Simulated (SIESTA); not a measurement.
## Converging shifted k-point meshes: HgTe (C2, 6 atoms in the cell)

```yaml
crystal:
  lattice:
    - [4.67872, 0.00000, 0.00000]
    - [-2.33936, 4.05189, 0.00000]
    - [0.00000, 0.00000, 10.47531]
  atoms:
    - { symbol: Hg, position: [0.31614, 0.31614, 0.00000] }
    - { symbol: Hg, position: [0.69455, 0.00000, 0.33333] }
    - { symbol: Hg, position: [0.00000, 0.68386, 0.66667] }
    - { symbol: Te, position: [0.48557, 0.48557, 0.50000] }
    - { symbol: Te, position: [0.51443, 0.00000, 0.83333] }
    - { symbol: Te, position: [0.00000, 0.51443, 0.16667] }
```

Computed with LDA PW92, numerical atomic orbitals DZP, PseudoDojo LDA standard norm-conserving potentials (rewritten from UPF to PSML) run with SIESTA 5.4.2.

Base settings: XC.functional = LDA; XC.authors = PW92; potentials = PseudoDojo LDA standard; PAO.BasisSize = DZP; PAO.EnergyShift = 0.01 Ry; MeshCutoff = 300 Ry; kgrid.MonkhorstPack = 4 4 1; OccupationFunction = FD; ElectronicTemperature = 232.09 K; MaxSCFIterations = 150.

Only quantities that move along the ladder and can be compared are tabulated.

Core times come from one kind of shared machine, to one figure; runs under 30 s give none.

The starting cell comes from a database of computed structures (which also holds hypothetical and non-ambient phases and stackings), without a prior relaxation at this level. Its lattice was rescaled by up to half a per cent. One atom was moved a little off its site on purpose. Values carry the incompleteness of an atom-centred basis. In the base run, with a pressure of about -7 GPa the cell is away from its equilibrium volume at this level.

```tsv
kgrid.MonkhorstPack	free energy less the last step's (meV/atom)	pressure (GPa)	largest difference of a force vector from the last step's (eV/Å)	core time / last (rough)
2 2 1 shifted by 0.5 0.5 0.5	-48.32	-8.17	0.434	–
3 3 1 shifted by 0.5 0.5 0.5	-10.76	-7.75	0.096	–
3 3 2 shifted by 0.5 0.5 0.5	-10.09	-7.68	0.040	–
4 4 2 shifted by 0.5 0.5 0.5	-4.24	-7.62	0.021	–
5 5 2 shifted by 0.5 0.5 0.5	-2.48	-7.59	0.015	–
6 6 3 shifted by 0.5 0.5 0.5	-0.03	-7.56	0.003	–
7 7 3 shifted by 0.5 0.5 0.5	0.00	-7.56	0.001	–
8 8 3 shifted by 0.5 0.5 0.5	0.00	-7.56	0.001	–
9 9 4 shifted by 0.5 0.5 0.5	-0.01	-7.56	0.000	–
10 10 4 shifted by 0.5 0.5 0.5	-0.01	-7.56	0.000	0.3
11 11 4 shifted by 0.5 0.5 0.5	-0.01	-7.56	0.000	0.3
12 12 5 shifted by 0.5 0.5 0.5	0.00	-7.56	0.000	0.4
13 13 5 shifted by 0.5 0.5 0.5	0.00	-7.56	0.000	0.5
14 14 6 shifted by 0.5 0.5 0.5	0.00	-7.56	0.000	0.6
16 16 6 shifted by 0.5 0.5 0.5	0.00	-7.56	0.000	0.7
18 18 7 shifted by 0.5 0.5 0.5	0.00	-7.56	0.000	1
```

Coarsest kgrid.MonkhorstPack that holds the pressure within 0.05 GPa of the last step, with all finer ones: 5 5 2 shifted by 0.5 0.5 0.5; the step before is off by 0.06 GPa.

Coarsest kgrid.MonkhorstPack that holds the forces within 0.01 eV/Å of the last step, with all finer ones: 6 6 3 shifted by 0.5 0.5 0.5; the step before is off by 0.015 eV/Å.

Coarsest kgrid.MonkhorstPack that holds the free energy within 2 meV/atom of the last step, with all finer ones: 6 6 3 shifted by 0.5 0.5 0.5; the step before is off by 2.5 meV/atom.

Two neighbours can agree and both be off: 3 3 1 shifted by 0.5 0.5 0.5 and 3 3 2 shifted by 0.5 0.5 0.5 differ by 0.67 meV/atom in the free energy, yet lie about 10 meV/atom from the last step.
